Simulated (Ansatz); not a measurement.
```xyz
2
Lattice="0.0152 2.4187 2.4571 2.3928 0.0274 2.4449 2.4647 2.4784 -0.0446" Properties=species:S:1:pos:R:3 pbc="T T T"
N      0.0000     0.0000     0.0000
Y      2.4363     2.4623     2.4287
```

A single point on YN with a change (strain tensor (xx, yy, zz, yz, xz, xy) = (−1.09, −0.53, +1.04, −0.66, −1.16, +1.78) %), its geometry relaxed with r2SCAN.

All numbers come from HSE06/PAW in Ansatz (a quantum-chemistry and plane-wave program), spin-orbit coupling included. k-mesh 8×8×8 (Γ-centred); smearing 0.01 eV (Fermi–Dirac).

### Question
Predict the band gap and valence-band top at Γ.

### Answer
The band gap comes out as 0.93 eV. The valence-band top at Γ (three highest Kramers pairs, from the VBM) comes out as 0.00, -0.11, -0.24 eV.

Single points use the geometry relaxed with r2SCAN. The hybrid gap comes from the SCF mesh plus the semilocal run's edge points and a few special points and is an upper bound. Stability against distortions was not tested. The cell was made from YN in the rock salt structure (space group Fm-3m, No. 225) by this change: strain tensor (xx, yy, zz, yz, xz, xy) = (−1.09, −0.53, +1.04, −0.66, −1.16, +1.78) %.
